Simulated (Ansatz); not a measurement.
**PdCl₂ (within 0.1 Å of Pnnm, No. 58, 6 atoms in the cell; start mp-1018888)**

All values below come from LDA (plane waves, PAW; Ansatz, a first-principles code).

Run with plane-wave cutoff 500 eV, 10×12×4 k mesh (along the axes of the cell as run), gaussian smearing 0.02 eV, scalar-relativistic PAW data made under PBE.

Cell (relaxed at this level):

```
CELL_PARAMETERS angstrom
      3.54422     0.00000     0.09826
      0.00000     3.34639     0.00000
     -0.29424     0.00000    10.50981
ATOMIC_POSITIONS crystal
  Pd 0.00000 0.50000 0.00000
  Pd 0.50000 0.00000 0.50000
  Cl 0.36068 0.50000 0.36079
  Cl 0.63932 0.50000 0.63921
  Cl 0.13907 0.00000 0.86079
  Cl 0.86093 0.00000 0.13921
```

- band gap = 0.54 eV (on the SCF k mesh)

Spin–orbit coupling is not included.

The computed numbers hold no vibrational or temperature effects.

A start named mp-… is a Materials Project structure, which need not be a measured phase.
